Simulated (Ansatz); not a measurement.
By LDA and PBEsol, the system below comes out a metal.

Consider the following.

```xyz
2
Lattice="2.8597 0.0000 0.0000 0.0000 2.8597 0.0000 0.0000 0.0000 2.8597" Properties=species:S:1:pos:R:3 pbc="T T T"
Al     1.4299     1.4299     1.4299
Ni     0.0000     0.0000     0.0000
```

Space group of this cell: Pm-3m, CsCl type. The cell is taken as given.

The current runs along the normal of the first two printed vectors, the (001) plane. All runs by Ansatz (a program for electronic structure), plane waves and PAW, without spin-orbit coupling; the base is PBEsol.

| run | mean pressure (GPa) | G/A, both spins (10¹⁵ S/m²) |
|---|---|---|
| base | 0.5 | 1.00 |
| all lengths scaled by 0.98 | 12.6 | 1.04 |
| all lengths scaled by 1.02 | -8.7 | ? |
| lda in place of pbesol | -5.0 | 1.01 |
| lengths across the current scaled by 0.98, ions clamped | 8.2 | 1.02 |
| lengths across the current scaled by 1.02, ions clamped | -5.9 | 0.98 |
| lengths along the current scaled by 0.97, ions clamped | 6.2 | 1.01 |
| lengths along the current scaled by 1.03, ions clamped | -4.3 | 0.98 |

Task: What belongs in the gaps?

Result: 
- all lengths scaled by 1.02, G/A, both spins (10¹⁵ S/m²): 0.97
